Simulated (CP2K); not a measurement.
**How far to go with the k-point mesh: CdSe (R3m, 2 atoms in the cell)**

```xyz
2
Lattice="4.2994 0.0000 0.0000 2.1497 3.7234 0.0000 2.1497 1.2411 3.5104" Properties=species:S:1:pos:R:3 pbc="T T T"
Cd     0.0408     0.0236     0.0167
Se     2.1497     1.2411     0.8776
```

Method of the run: LDA (Pade form), GPW, DZVP-MOLOPT-SR-GTH basis, GTH-PADE potentials (GTH_POTENTIALS) (CP2K).

Base settings: CUTOFF = 500 Ry; REL_CUTOFF = 40 Ry; SMEAR/METHOD = FERMI_DIRAC; ELECTRONIC_TEMPERATURE = 116.05 K; KPOINTS/SCHEME = MONKHORST-PACK 3 3 3; XC_FUNCTIONAL = PADE; Cd/BASIS_SET = DZVP-MOLOPT-SR-GTH; Cd/POTENTIAL = GTH-PADE-q12; Se/BASIS_SET = DZVP-MOLOPT-SR-GTH; Se/POTENTIAL = GTH-PADE-q6.

Moved along: GAMMA_CENTERED.

The second cell is the first with its lattice scaled by 0.98.

Only quantities that move along the ladder and can be compared are tabulated.

The starting cell has typed, rounded lattice constants, without a prior relaxation at this level. Its lattice was rescaled by up to half a per cent. One atom was moved a little off its site on purpose. Values carry the incompleteness of an atom-centred basis.

```tsv
KPOINTS/SCHEME	free energy less the last step's (meV/atom)	energy of the compressed cell less the first (meV/atom)	pressure (GPa)	largest difference of a force vector from the last step's (eV/Å)	gap on the mesh (eV)
MONKHORST-PACK 2 2 2	631.33	48.66	2.84	0.028	0.077
MONKHORST-PACK 3 3 3	119.36	16.44	-0.17	0.006	0.244
MONKHORST-PACK 4 4 4	29.59	9.24	-0.82	0.002	0.290
MONKHORST-PACK 5 5 5	8.95	7.44	-0.98	0.001	0.304
MONKHORST-PACK 6 6 6	3.21	6.99	-1.01	0.001	0.309
MONKHORST-PACK 7 7 7	1.32	6.87	-1.02	0.000	0.311
MONKHORST-PACK 8 8 8	0.61	6.84	-1.03	0.000	0.312
MONKHORST-PACK 9 9 9	0.31	6.84	-1.03	0.000	0.313
MONKHORST-PACK 10 10 10	0.17	6.84	-1.03	0.000	0.313
MONKHORST-PACK 11 11 11	0.10	6.84	-1.03	0.000	0.313
MONKHORST-PACK 12 12 12	0.06	6.85	-1.03	0.000	0.313
MONKHORST-PACK 13 13 13	0.04	6.85	-1.03	0.000	0.313
MONKHORST-PACK 15 15 15	0.02	6.85	-1.03	0.000	0.313
MONKHORST-PACK 17 17 17	0.01	6.85	-1.02	0.000	0.313
MONKHORST-PACK 18 18 18	0.00	6.86	-1.02	0.000	0.313
MONKHORST-PACK 20 20 20	0.00	6.86	-1.02	0.000	0.313
```

Coarsest KPOINTS/SCHEME that holds the free energy within 2 meV/atom of the last step, with all finer ones: MONKHORST-PACK 7 7 7; the step before is off by 3.2 meV/atom.

Coarsest KPOINTS/SCHEME that holds the pressure within 0.5 GPa of the last step, with all finer ones: MONKHORST-PACK 4 4 4; the step before is off by 0.86 GPa.

The energy difference between the two cells stays within 1 meV/atom of the last step's from MONKHORST-PACK 5 5 5 on, the total only from MONKHORST-PACK 8 8 8 on: much of the error is common to both cells and cancels.
